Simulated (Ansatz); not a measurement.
The reference is HfC in the rock salt structure (space group Fm-3m, No. 225).

```
CELL_PARAMETERS angstrom
      0.00000     2.30361     2.30361
      2.30361     0.00000     2.30361
      2.30361     2.30361     0.00000
ATOMIC_POSITIONS crystal
  Hf 0.00000 0.00000 0.00000
  C  0.50000 0.50000 0.50000
```

Levels (all Ansatz, a first-principles code, PAW): PBEsol (420 eV, no spin-orbit coupling); PBEsol+SOC (420 eV, spin-orbit coupling included).

The geometry is relaxed with PBEsol.

| Quantity | Value |
|---|---|
| PBEsol pressure | 0.0 GPa |

How does going to PBEsol+SOC change the pressure?

The pressure goes from zero to -0.7 GPa.

Single points use the geometry relaxed with PBEsol. Differences between runs with and without spin-orbit coupling are approximate. No phonon test of stability was made. The runs without spin-orbit coupling are not spin-polarised.
